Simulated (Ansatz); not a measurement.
**A computed series for CsSnBr3: pressure series**

The reference is CsSnBr$_{3}$ in the cubic perovskite structure (space group Pm-3m, No. 221; a = 5.8962 Å).

Cell and atoms are relaxed at each pressure.

Level of theory: PBE/PAW in Ansatz (an electronic-structure program), without spin-orbit coupling, earlier PAW set.

Task: Only one of these keeps a band gap. Which?
A. pressure −2 GPa
B. pressure 15 GPa
C. pressure 22.5 GPa

Result: A, pressure −2 GPa. Computed: pressure 22.5 GPa: zero; pressure −2 GPa: 1.24 eV; pressure 15 GPa: zero

A case with no gap was solved on a k-mesh chosen for an insulator, which is coarse for it. Load acts through the strain it causes; cell and atoms are relaxed under it. Stability against distortions was not tested. No other phases were tried under pressure. The final runs are not spin-polarised. Many cubic perovskites are stable only at high temperature; tilts and polar distortions were not tested. A zero or small gap of CsSnBr3 under pressure 22.5 GPa and CsSnBr3 under pressure 15 GPa can be the functional's error rather than a property of the material.
